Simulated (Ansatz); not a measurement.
**A computed series for TiO2: response to strain**

Start from TiO₂ in the anatase structure (space group I4_1/amd, No. 141).

```xyz
6
Lattice="-1.8849 1.8849 4.7761 1.8849 -1.8849 4.7761 1.8849 1.8849 -4.7761" Properties=species:S:1:pos:R:3 pbc="T T T"
Ti     0.0000     1.8849     2.3880
Ti     0.0000     0.0000     0.0000
O      0.0000     1.8849     4.3703
O      0.0000     0.0000     7.5699
O      0.0000     1.8849     0.4058
O      0.0000     0.0000     1.9823
```

Cartesian axes are those of the cell as printed.

Strains are applied to the cell and any free atomic positions relax.

Calculations: plane-wave PAW DFT at the PBEsol level (Ansatz, a quantum-chemistry and plane-wave program, 420 eV), no SOC.

Notes on the quantities. energy relative to the base: free energy F.

```tsv
variant	energy relative to the base	band gap	shortest interatomic distance	smallest direct gap	space group
base	0 meV/atom	2.11 eV	1.928 Å	2.44 eV	I4_1/amd (No. 141)
uniaxial strain ε_xx = +5.70 %	+34 meV/atom	2.02 eV	1.919 Å	2.29 eV	Imma (No. 74)
uniaxial strain ε_yy = −0.15 %	0.0 meV/atom	2.11 eV	1.926 Å	2.45 eV	Imma (No. 74)
uniaxial strain ε_zz = +4.11 %	+11 meV/atom	2.21 eV	1.942 Å	2.44 eV	I4_1/amd (No. 141)
```

Stability against distortions was not tested. The base started in C2/c and relaxed to I4_1/amd at this level. All final runs are without spin polarisation.
